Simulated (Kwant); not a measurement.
System: wire with a side stub in a GaN two-dimensional gas. Effective mass 0.22 mₑ, grid spacing 1.3 nm, hard walls, nominal width 40 nm (31 grid rows, so walls 41.6 nm apart), one parabolic valley, scattering region 120 nm long along x; energies count from the band bottom; Fermi energy swept from 0.00085461 to 0.010149 eV. Closed stub on one side, 33 nm wide and 46 nm deep.

Constants are typed, rounded textbook-type inputs, not results; the design itself was drawn at random and stands for no fabricated device.

Model: effective-mass tight-binding model on a square grid, one spin, coherent transport at 0 K (Kwant). Conductance is in e²/h.

Q: How many channels do the leads carry at E = 8.12 meV?

A: The hard-wall thresholds are n² ħ²π²/(2mW²) = n² × 0.988 meV with W = 41.6 nm. √(8.12/0.988) = 2.87, so 2.
